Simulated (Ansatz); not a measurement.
The starting structures come from a database of crystals and need not be the phases stable at ambient conditions.

 Where the default PAW files enter, the runs use the earlier of Ansatz's two default sets.

Input:

```yaml
crystal:
  lattice:
    - [4.19870, 0.00000, 0.00000]
    - [0.00000, 4.19870, 0.00000]
    - [2.09935, 2.09935, 2.96893]
  atoms:
    - { symbol: Mg, position: [0.00000, 0.00000, 0.00000] }
    - { symbol: Se, position: [0.75000, 0.25000, 0.50000] }
```

Space group of this cell: F-43m, zinc blende. The cell is taken as given.

The current runs along the normal of the first two printed vectors, the (001) plane. All runs by Ansatz (an electronic-structure program), plane waves and PAW, without spin-orbit coupling; the base is r2SCAN.

| run | mean pressure (GPa) | gap (eV) | mid-gap κ (1/Å) |
|---|---|---|---|
| base | 0.3 | 3.36 | 0.226 |
| all lengths scaled by 0.98 | 3.7 | 3.65 | 0.236 |
| all lengths scaled by 1.02 | -2.4 | (withheld) | (withheld) |
| lda in place of r2scan | -1.6 | 2.40 | 0.173 |
| lengths across the current scaled by 0.98, ions clamped | 2.5 | 3.53 | 0.233 |
| lengths across the current scaled by 1.02, ions clamped | -1.6 | (withheld) | (withheld) |
| lengths along the current scaled by 0.97, ions clamped | 1.9 | (withheld) | (withheld) |
| lengths along the current scaled by 1.03, ions clamped | -1.2 | 3.19 | 0.221 |
| pbesol in place of r2scan | 0.0 | 2.52 | 0.181 |

### Question
Fill in the missing entries.

### Answer

- all lengths scaled by 1.02, gap (eV): 3.09
- all lengths scaled by 1.02, mid-gap κ (1/Å): 0.215
- lengths across the current scaled by 1.02, ions clamped, gap (eV): 3.14
- lengths across the current scaled by 1.02, ions clamped, mid-gap κ (1/Å): 0.218
- lengths along the current scaled by 0.97, ions clamped, gap (eV): 3.44
- lengths along the current scaled by 0.97, ions clamped, mid-gap κ (1/Å): 0.229
